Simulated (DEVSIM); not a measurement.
Device: Mo/Si3N4/n-GaAs capacitor, at 400 K.

```tsv
layer (left to right)	material	thickness (nm)	Nd (cm⁻³)
1	Si3N4	3.30	-
2	GaAs	6100	1.1e16
```

Metal gate on the left, work function 4.6 eV. Fixed charge at the semiconductor interface -2.6e11 cm⁻² (in units of +e); no interface traps.

The device is made up for the run: typed textbook-type constants, with dimensions and the other settings drawn at random. Values at 300 K; Nc and Nv go as T^1.5, mobilities as T to minus their exponent, the gap by Varshni's rule with the affinity fixed.

```
parameter         Si3N4      GaAs
----------------  -----  --------
gap (eV)            5.1     1.424
affinity (eV)       2.1      4.07
permittivity        7.5      12.9
Nc (cm⁻³)             -    4.7e17
Nv (cm⁻³)             -      9e18
Varshni α (eV/K)      -  0.000541
Varshni β (K)         -       204
```

Simulated with DEVSIM: 1D Poisson equation in equilibrium, Boltzmann statistics, complete ionisation; no quantum confinement or tunnelling. Metal contacts follow the ideal Schottky-Mott rule: no Fermi-level pinning, no interface dipoles.

The substrate doping was swept, all else fixed.

```tsv
substrate doping (cm^-3)	flat-band voltage (V)	threshold voltage (band bending 2φF) (V)	minimum of the low-frequency capacitance (μF/cm²)
5.5e14	0.30	-0.48	0.00942
1.1e15	0.33	-0.51	0.0125
2.2e15	0.35	-0.54	0.0171
5.5e15	0.38	-0.58	0.0261
1.1e16	0.41	-0.61	0.0353
2.2e16	0.43	-0.65	0.0481
```

From the first row to the last the flat-band voltage goes from 0.30 to 0.43. From the first row to the last the threshold voltage (band bending 2φF) goes from -0.48 to -0.65.
